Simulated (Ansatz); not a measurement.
# What uniaxial strain ε_zz = −1.50 % does to Mo

Start from Mo in the bcc (W type) structure (space group Im-3m, No. 229; a = 3.112 Å; relaxed with 0.1 eV smearing). Axes: x, y, z lie along the cube axes.

Modification: uniaxial strain ε_zz = −1.50 %, all other strain components held at zero, atoms relaxed at fixed cell.

All numbers come from LDA/PAW in Ansatz (an electronic-structure program), scalar-relativistic without spin-orbit coupling. Settings: 30×30×30 k-points, 0.1 eV Fermi–Dirac smearing.

The space group becomes I4/mmm (No. 139) (base: Im-3m (No. 229)) and the shortest interatomic distance falls by 0.0134 Å to 2.681 Å. The energy rises by 5.6 meV/atom and the band gap remains zero. The stress (xx, yy, zz, yz, xz, xy; compression positive) is (2.8, 2.8, 8.1, 0.0, 0.0, 0.0) GPa.

Final structure:

```
CELL_PARAMETERS angstrom
     -1.55576     1.55576     1.53243
      1.55576    -1.55576     1.53243
      1.55576     1.55576    -1.53243
ATOMIC_POSITIONS crystal
  Mo 0.00000 0.00000 0.00000
```

No phonon test of stability was made. All final runs are without spin polarisation.
